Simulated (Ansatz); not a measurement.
**Te: response to strain**

Consider Te (space group P3_121, No. 152; a = 4.624 Å, c = 5.904 Å; made of chains). Axes: x lies along a and z along c of the hexagonal cell.

Strains are applied to the cell and any free atomic positions relax; under biaxial strain the out-of-plane vector relaxes too.

Calculations: Ansatz (an electronic-structure program), r2SCAN, PAW, cutoff 500 eV, no spin-orbit coupling, earlier PAW set.

```json
[
 {"change": "base", "volume per atom": "36.44 Å³", "band gap": "0.54 eV", "smallest direct gap": "0.59 eV"},
 {"change": "biaxial strain +1.64 %, plane normal [001], relaxed out of plane", "volume per atom": "37.31 Å³", "band gap": "0.67 eV", "smallest direct gap": "0.74 eV"},
 {"change": "biaxial strain +3.38 %, plane normal [001], relaxed out of plane", "volume per atom": "38.26 Å³", "band gap": "0.80 eV", "smallest direct gap": "0.91 eV"},
 {"change": "biaxial strain +3.71 %, plane normal [001], relaxed out of plane", "volume per atom": "38.44 Å³", "band gap": "0.82 eV", "smallest direct gap": "0.94 eV"},
 {"change": "isotropic strain −0.82 %", "volume per atom": "35.55 Å³", "band gap": "0.54 eV", "smallest direct gap": "0.60 eV"},
 {"change": "isotropic strain +2.50 %", "volume per atom": "39.24 Å³", "band gap": "0.50 eV", "smallest direct gap": "0.55 eV"},
 {"change": "uniaxial strain ε_xx = −5.39 %", "volume per atom": "34.47 Å³", "band gap": "0.47 eV", "smallest direct gap": "0.49 eV"},
 {"change": "uniaxial strain ε_xx = −4.81 %", "volume per atom": "34.68 Å³", "band gap": "0.47 eV", "smallest direct gap": "0.49 eV"},
 {"change": "uniaxial strain ε_zz = +1.05 %", "volume per atom": "36.82 Å³", "band gap": "0.48 eV", "smallest direct gap": "0.52 eV"},
 {"change": "tensor shear ε_yz = +1.05 %", "volume per atom": "36.43 Å³", "band gap": "0.48 eV", "smallest direct gap": "___"}
]
```

Task: Complete the table.

Result: 
- tensor shear ε_yz = +1.05 %, smallest direct gap: 0.56 eV

Spin-orbit coupling, missing from the scalar runs, can matter with Te. No phonon test of stability was made. No dispersion term is included, though the crystal is made of layers, chains or molecules, so its spacings can come out too wide.
